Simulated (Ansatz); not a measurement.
Input:

```
CELL_PARAMETERS angstrom
      3.22708     0.00000     0.00000
      0.00000     3.22708     0.00000
      0.00000     0.00000     3.22708
ATOMIC_POSITIONS crystal
  Hf 0.00000 0.00000 0.00000
  Tc 0.50000 0.50000 0.50000
```

The numbers are results of PBEsol, DFPT electron-phonon coupling, linearised Boltzmann equation (plane waves, PAW, scalar-relativistic; Ansatz, an electronic-structure program), not measurements. Geometry: relaxed with this functional, without spin-orbit coupling.

**Question.** Estimate the phonon-limited resistivity at 300 K, by direction if it differs.

**Answer.** 6.2 μΩ·cm.

**Question.** How long is the mean free path there?

**Answer.** 11.2 nm, weighted by the current that each state carries. Wires not much wider than this gain resistivity from their walls.

A metal at this level (no band gap). Only scattering by harmonic phonons is included (no impurities, grain boundaries, electron-electron scattering or thermal expansion). Spin-orbit coupling is left out, which matters with elements this heavy. The squared frequency of the phonon mode least converged on the k mesh is uncertain by 15 %. Halving the electron mesh (28x28x28) moves the resistivity by up to 2 % at 300 K, the mean free path by up to 1 %. Smearing 0.20 eV; phonons on a 4x4x4 q mesh, which this run doesn't test.

Formula and space group known from diffraction (Crystallography Open Database), not checked to be the room-temperature form: HfTc (Pm-3m).
